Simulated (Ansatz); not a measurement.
Take PbTe in the rock salt structure (space group Fm-3m, No. 225; a = 6.442 Å) as the base.

The other end (x = 1) is CdPb in the rock salt structure (space group Fm-3m, No. 225; a hypothetical phase, not in the database extracts checked): 27.97 Å³/atom, gap zero; this end may not be an ambient phase.

Computed with Kohn–Sham DFT with the PBEsol functional, run in Ansatz (a first-principles code) with PAW and 420 eV plane waves, no spin-orbit coupling, earlier PAW set.

Cd replaces a fraction x of Te; each row is one arrangement (x, atoms in the cell, starting space group or random), fully relaxed.

One change was made to it. Results:

The mixing energy is +0.04 eV/atom (to 0.01 eV only: unlike meshes or grids) (against an end that may be hypothetical); the deviation of the volume from the linear (Vegard-type) interpolation amounts to -0.3 %; the band gap becomes zero (base: 0.65 eV); the shortest interatomic distance drops by 0.260 Å (3.221 Å → 2.961 Å).

Question: Which of these changes matches the shifts?
A) x(Cd) = 0.333, 6 atoms, Immm
B) x(Cd) = 0.5, 8 atoms, R-3m
C) x(Cd) = 0.5, 4 atoms, R-3m
D) x(Cd) = 0.75, 8 atoms, P4/mmm

Answer: B, x(Cd) = 0.5, 8 atoms, R-3m. For comparison, the shortest interatomic distance in the other runs: x(Cd) = 0.333, 6 atoms, Immm gives 3.109 Å; x(Cd) = 0.5, 4 atoms, R-3m gives 3.129 Å; x(Cd) = 0.75, 8 atoms, P4/mmm gives 3.029 Å.

Each cell is one ordered arrangement of few atoms, which overstates ordering effects compared with a random alloy. Spin-orbit coupling, missing from the scalar runs, can matter with Pb and Te. Stability against distortions was not tested. The final runs are not spin-polarised. Under x(Cd) = 0.5, 4 atoms, R-3m the cell changed shape so far that it is another structure.
